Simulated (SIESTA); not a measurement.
A self-consistent single point of Hf₄AlSi (I422, 6 atoms in the cell) with SIESTA.

Level of theory: SIESTA with GGA PBEsol, numerical atomic orbitals DZP, PseudoDojo PBEsol standard norm-conserving potentials (rewritten from UPF to PSML).

The change in words: lattice scaled by 0.98. Reference geometry:
```xyz
6
Lattice="-3.3295 3.3295 2.6073 3.3295 -3.3295 2.6073 3.3295 3.3295 -2.6073" Properties=species:S:1:pos:R:3 pbc="T T T"
Hf     4.3560     1.0264     1.3037
Hf    -1.0264     4.3560     1.3037
Hf     2.3031    -1.0264     1.3037
Hf     1.0264     2.3031     1.3037
Al     0.0000     0.0000     2.6073
Si     0.0000     0.0000     0.0000
```

Reference input (self-consistent single point, DFT, GGA PBEsol, numerical atomic orbitals DZP, PseudoDojo PBEsol standard norm-conserving potentials (rewritten from UPF to PSML)): XC.functional = GGA; XC.authors = PBEsol; potentials = PseudoDojo PBEsol standard; PAO.BasisSize = DZP; PAO.EnergyShift = 0.01 Ry; MeshCutoff = 300 Ry; kgrid.MonkhorstPack = 6 6 6; OccupationFunction = MP; OccupationMPOrder = 0; ElectronicTemperature = 100 meV; MaxSCFIterations = 150; SCF.Mixer.Method = Broyden. This run's input differs from it in these lines:

```diff
@@ -13,5 +13,5 @@
 %block LatticeVectors
-    -3.329530000    3.329530000    2.607350000
-     3.329530000   -3.329530000    2.607350000
-     3.329530000    3.329530000   -2.607350000
+    -3.262939000    3.262939000    2.555203000
+     3.262939000   -3.262939000    2.555203000
+     3.262939000    3.262939000   -2.555203000
 %endblock LatticeVectors
@@ -19,7 +19,7 @@
 %block AtomicCoordinatesAndAtomicSpecies
-     4.355957508    1.026427508    1.303675000  1
-    -1.026427508    4.355957508    1.303675000  1
-     2.303102492   -1.026427508    1.303675000  1
-     1.026427508    2.303102492    1.303675000  1
-     0.000000000    0.000000000    2.607350000  2
+     4.268837835    1.005898835    1.277601500  1
+    -1.005898835    4.268837835    1.277601500  1
+     2.257040165   -1.005898835    1.277601500  1
+     1.005898835    2.257040165    1.277601500  1
+     0.000000000    0.000000000    2.555203000  2
      0.000000000    0.000000000    0.000000000  3
```

Log, with long lists cut:

```
        iscf     Eharris(eV)        E_KS(eV)     FreeEng(eV)     dDmax    Ef(eV) dHmax(eV)
   scf:    1    -6282.288969    -6310.964225    -6310.986081  1.498900 -4.275079  6.063366
   scf:    2    -6316.889666    -6314.585385    -6314.605483  0.120514 -4.514226  2.925116
   scf:    3    -6315.566338    -6315.154764    -6315.177187  0.066074 -4.646770  1.173486
   scf:    4    -6315.354993    -6315.276737    -6315.302068  0.051997 -4.735888  0.101747
   scf:    5    -6315.282393    -6315.280123    -6315.305158  0.008940 -4.747057  0.005886
   [... 2 lines left out ...]
   scf:    8    -6315.280263    -6315.280258    -6315.305224  0.000421 -4.748825  0.001130
   scf:    9    -6315.280264    -6315.280261    -6315.305224  0.000259 -4.748993  0.000663
   scf:   10    -6315.280264    -6315.280262    -6315.305224  0.000156 -4.749094  0.000385
   scf:   11    -6315.280264    -6315.280263    -6315.305224  0.000093 -4.749160  0.000242
SCF Convergence by DM+H criterion
max |DM_out - DM_in|         :     0.0000929031
max |H_out - H_in|      (eV) :     0.0002416229
SCF cycle converged after 11 iterations

Using DM_out to compute the final energy and forces

siesta: E_KS(eV) =            -6315.2803

siesta: E_KS - E_eggbox =     -6315.2803

siesta: Atomic forces (eV/Ang):
     1   -0.092099   -0.092145   -0.001416
     2    0.091127   -0.091127    0.000000
     3    0.092145    0.092099    0.001415
     4   -0.091419    0.091419    0.000000
     5    0.000170   -0.000170   -0.000000
     6   -0.000027    0.000027    0.000000
   Tot   -0.000102    0.000102    0.000000
   Max    0.092145
   Res    0.061134    sqrt( Sum f_i^2 / 3N )
   Max    0.092145    constrained

   [... lines left out ...]
siesta: FreeEng =     -6315.305224
   [... lines left out ...]
siesta:    -0.031431   -0.000025    0.000094
siesta:    -0.000025   -0.031431    0.000094
siesta:     0.000094    0.000094   -0.039752

siesta: Cell volume =        108.818644 Ang**3

siesta: Pressure (static):
siesta:                Solid            Molecule  Units
siesta:           0.00037254          0.00039712  Ry/Bohr**3
siesta:           0.03420461          0.03646159  eV/Ang**3
siesta:          54.80182260         58.41791276  kBar
```

The run converged in 11 iterations. Against the reference run the free energy goes up by 7.9 meV/atom, the pressure goes from -2.84 to 5.48 GPa and the largest force goes from 0.106 to 0.130 eV/Å.

The starting cell comes from a database of computed structures (which also holds hypothetical and non-ambient phases and stackings), without a prior relaxation at this level. For this run, on top of that: lattice scaled by 0.98. Values carry the incompleteness of an atom-centred basis. With a pressure of about 5 GPa the cell is away from its equilibrium volume at this level.

Cost on one core of a shared machine: roughly 50 s.
